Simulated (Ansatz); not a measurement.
# Pd: uniaxial strain ε_zz = +2.00 %

Take Pd in the fcc (Cu type) structure (space group Fm-3m, No. 225; a = 3.910 Å; relaxed with 0.1 eV smearing) as the base. Axes: x, y, z lie along the cube axes.

One thing is altered: the cell is stretched by 2.00 % along z with no lateral relaxation; the atoms relax in the strained cell.

Level of theory: r2SCAN in Ansatz (plane waves to 500 eV, PAW, spin-orbit coupling left out). k-mesh 29×29×29 (Γ-centred); smearing 0.1 eV (Fermi–Dirac).

| quantity | base | changed | shift |
|---|---|---|---|
| volume per atom | 14.95 Å³ | 15.25 Å³ | +0.30 Å³ |
| space group | Fm-3m (No. 225) | I4/mmm (No. 139) | – |
| energy relative to the base (free energy F) | 0 meV/atom | +3.9 meV/atom | +3.9 meV/atom |
| pressure (mean of the normal stresses, compression positive) | 0.0 GPa | -3.4 GPa | -3.4 GPa |
| band gap | zero | zero | – |
| stress (xx, yy, zz, yz, xz, xy; compression positive) | – | (-3.1, -3.1, -4.0, 0.0, 0.0, 0.0) GPa | – |

Final structure:

```
CELL_PARAMETERS angstrom
      0.00000     1.95520     1.99430
      1.95520     0.00000     1.99430
      1.95520     1.95520     0.00000
ATOMIC_POSITIONS crystal
  Pd 0.00000 0.00000 0.00000
```

Whether these cells are dynamically stable was not tested. The final runs are not spin-polarised. Pd lies near a magnetic instability that expansion can trigger; it was not tested. Pd has a high density of states at the Fermi level and may be magnetic at this level.

Ansatz is a first-principles code.
